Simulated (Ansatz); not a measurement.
The parent structure is Mg2Sn (space group Fm-3m, No. 225; a = 6.747 Å; relaxed with 0.1 eV smearing). Axes: x, y, z lie along the cube axes.

All numbers come from PBEsol/PAW in Ansatz (a first-principles code), scalar-relativistic without spin-orbit coupling.

For the base:

- Volume per atom = 25.60 Å³

The change: biaxial strain +4.98 %, plane normal [111], relaxed out of plane (Cartesian); in-plane vectors clamped, the third vector and the atoms free.

Task: What happens to the energy relative to the base?

Result: The energy increases by 33 meV/atom.

Task: Estimate the effect on the volume per atom.

Result: The volume per atom rises by 1.90 Å³ to 27.50 Å³.

Task: How does this affect the in-plane stress?

Result: The mean in-plane stress (compression positive) is -3.8 GPa.

Whether these cells are dynamically stable was not tested.
